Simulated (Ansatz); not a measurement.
For Y5Ge3 (P6₃/mcm, No. 193; structure not from a measured cell), LDA in Ansatz (PAW) gives:

lattice parameter a: 8.343 Å
lattice parameter c: 6.268 Å

**Question.** What does r²SCAN+rVV10 (plane waves, PAW; Ansatz, a first-principles code) give for the same quantities?

**Answer.** 
- lattice constant a: 8.475 Å (goes up by 1.6 %)
- lattice parameter c: 6.409 Å (goes up by 2.2 %)

Changes are worked out from the printed values.

Unless a cell is named, each level is at its own relaxed cell (LDA 23.61, r²SCAN+rVV10 24.92 Å³/atom).

Caveats: the relaxation could not lower the start's symmetry, so the cell can be a saddle point above a distorted one (LDA, r²SCAN+rVV10). Ansatz's density-functional and Hartree–Fock values are scalar-relativistic unless marked +SOC, with PAW data made under PBE.
